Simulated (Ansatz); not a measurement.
The reference is LaTeCl (space group P4/nmm, No. 129; a = 4.478 Å, c = 8.201 Å; a cell from a computed database, its experimental status unchecked).

Calculations: plane-wave PAW DFT at the PBEsol level (Ansatz, an electronic-structure program, 420 eV), no spin-orbit coupling.

One change was made to it. Results:

The band gap becomes zero (base: 0.45 eV); the volume per atom falls by 0.79 Å³, from 27.41 Å³ to 26.62 Å³.

### Question
Which of these changes matches the shifts?
(A) Te → Cd
(B) Te → Ir
(C) Te → Sn

### Answer
A, Te → Cd. For comparison, the volume per atom in the other runs: Te → Sn gives 27.87 Å³; Te → Ir gives 23.47 Å³.

With Te present, leaving out spin-orbit coupling can change the band edges. No phonon test of stability was made. As relaxed here, LaCdCl, LaSnCl and LaIrCl are hypothetical phases, not in the database extracts checked. No Hubbard U is applied, and correlation can decide whether such a compound is a metal. All final runs are without spin polarisation. LaIrCl has a high density of states at the Fermi level and may be magnetic at this level.
